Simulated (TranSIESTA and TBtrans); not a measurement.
## Cu chain with one C atom inserted

System: Cu chain with one C atom inserted. Leads: straight Cu chain, spacing 2.438 Å. Geometry: 3 atoms about the centre moved by SIESTA (PBE, DZP) to a largest force of 0.02 eV/Å, all others as built, motion along the axis alone.

Computed with TranSIESTA and TBtrans, PBE, DZP numerical orbitals (energy shift 0.15 eV), PseudoDojo norm-conserving scalar-relativistic potentials, mesh cutoff 200 Ry, 300 K, no spin polarisation, no spin-orbit coupling; self-consistent non-equilibrium Green functions.

```
Quantity                           Result
---------------------------------  ------
Conductance at 300 K (G0 = 2e²/h)    0.62
Thermopower (μV/K)                     13
Mean T from −0.5 to 0.5 eV           0.59
```

Energies count from the leads' Fermi level. Transmissions are for one spin of a degenerate pair. The energy step is 0.01 eV; narrower resonances are cut or missed.

```csv
E (eV),T,lead channels
-2.00,0.00064,1
-1.90,0.00010,1
-1.80,0.00062,1
-1.70,0.012,1
-1.60,0.35,1
-1.50,0.45,1
-1.40,0.18,1
-1.30,0.13,1
-1.20,0.10,1
-1.10,0.11,band edge
-1.00,0.13,3
-0.90,0.22,3
-0.80,1.05,4
-0.70,0.63,4
-0.60,0.50,4
-0.50,0.58,4
-0.40,0.67,4
-0.30,0.72,band edge
-0.20,0.75,band edge
-0.10,0.77,band edge
0.00,0.60,1
0.10,0.55,1
0.20,0.50,1
0.30,0.46,1
0.40,0.43,1
0.50,0.40,1
0.60,0.37,1
0.70,0.35,1
0.80,0.33,1
0.90,0.30,1
1.00,0.29,1
1.10,0.27,1
1.20,0.25,1
1.30,0.24,1
1.40,0.22,1
1.50,0.21,1
1.60,0.20,1
1.70,0.19,1
1.80,0.18,1
1.90,0.16,1
2.00,0.15,1
```

The leads' channel count changes near -0.03 eV, within the thermal window, so values at the Fermi level hang on where that band edge falls. The straight chain is held at its spacing; free chains may zigzag or dimerise. No spin-polarised start was tried, so a magnetic state, if there is one, is missed.
